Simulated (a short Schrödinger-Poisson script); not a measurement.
Structure: MOS inversion layer, SiO2 on p-type Si(100), at 300 K.

From the gate side: 3.6 nm SiO2; 380 nm Si, acceptors 1.3e18 cm⁻³.

The device is made up for the run: typed textbook-type constants, with dimensions and the other settings drawn at random. SiO2: permittivity 3.9, conduction-band edge (eV) 3.15, gap (eV) 9, electron mass (mₑ) 0.5. Si: permittivity 11.7, conduction-band edge (eV) 0, gap (eV) 1.124, Nv at 300 K (cm⁻³) 3.1e19.

Channel valleys (confinement mass, in-plane density-of-states mass, number): Δ2 0.916, 0.19, 2; Δ4 0.19, 0.417, 4. At the gate the conduction-band edge of layer 1 lies 3.19 eV − eVg above the Fermi level of the channel; the field vanishes at the back. Gaps are held at their typed values at every temperature. Mesh 0.03 nm at interfaces.

From a short Schrödinger-Poisson script (our own, NumPy): 1D Poisson equation in equilibrium, electrons quantum, Hartree (BenDaniel-Duke, 12 states a valley, the channel's in-plane mass for all, wave functions ending at the dielectric), parabolic valleys, classical holes, full ionisation, no traps, pinning or gate leakage.

```tsv
Vg (V)	electrons (cm⁻²)	C (μF/cm²)	Δ2 E0 (meV from the Fermi level)	Δ4 E0 (meV from the Fermi level)
0.6	1.02e9	0.255	219.8	301.8
0.75	4.79e10	0.365	119.4	204.9
0.9	4.31e11	0.668	61.3	150.0
1.05	1.07e12	0.768	35.8	127.6
1.2	1.78e12	0.805	20.4	115.1
1.35	2.53e12	0.824	9.0	106.6
1.5	3.30e12	0.835	-0.2	100.1
1.65	4.08e12	0.843	-8.1	94.9
1.8	4.86e12	0.849	-15.2	90.5
1.95	5.66e12	0.853	-21.7	86.6
2.1	6.45e12	0.857	-27.7	83.1
2.25	7.25e12	0.860	-33.4	79.9
2.4	8.06e12	0.862	-38.8	77.0
2.55	8.86e12	0.865	-44.0	74.2
2.7	9.67e12	0.866	-49.0	71.7
2.85	1.05e13	0.868	-53.9	69.2
3	1.13e13	0.870	-58.7	66.9
```

Gate voltages with under 1e9 electrons/cm² are left out.

**Question.** At Vg = 3 V the lowest Δ2 subband lies at -58.7 meV from the Fermi level. How many electrons does it hold, and what share of all?

**Answer.** The two-dimensional density of states is g m/(πħ²) = 1.59e11 cm⁻² meV⁻¹ (both spins), kT = 25.9 meV, so n = D kT ln(1 + exp(−E/kT)) = 9.72e12 cm⁻², 0.86 of the 1.13e13 cm⁻² in all.

**Question.** Compare the slope of the sheet density between 2.7 and 3 V with the geometric capacitance of the layers between gate and channel.

**Answer.** q Δn/ΔV = 0.871 μF/cm²; ε0/Σ(t/ε) = 0.959 μF/cm². The ratio is 0.91: the channel acts as a further capacitance in series.
